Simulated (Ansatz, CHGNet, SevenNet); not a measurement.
# ZrSe2 (model structure, started from the 3R-MoS2 type, R3m, No. 160, 3 atoms in the cell): properties by level of theory

| level (code) | lattice parameter a (Å) | c axis length (Å) |
|---|---|---|
| CHGNet 0.3.0 | ? | 21.084 |
| SevenNet-l3i5 | 3.776 | 23.404 |
| LDA (Ansatz) | 3.618 | 18.585 |
| PBE (Ansatz) | ? | 21.674 |
| PBEsol (Ansatz) | 3.647 | ? |

**Question.** Fill in the missing entries.

**Answer.** 
- CHGNet 0.3.0, lattice parameter a (Å): 3.730
- PBE (Ansatz, a first-principles code), lattice parameter a (Å): 3.705
- PBEsol (Ansatz), c axis length (Å): 19.188

Caveats: the cell has another shape than the first-principles one, perhaps another minimum in the same group (SevenNet-l3i5); the cell moved over 20 % in volume from its start (CHGNet 0.3.0, SevenNet-l3i5). Ansatz's density-functional and Hartree–Fock values are scalar-relativistic unless marked +SOC, with PAW data made under PBE.

Static lattice: no zero-point or thermal effects.

A model structure was made by putting elements into a prototype or built by hand; it is no filed structure, need not be a known phase, and can be a saddle point held by its symmetry.
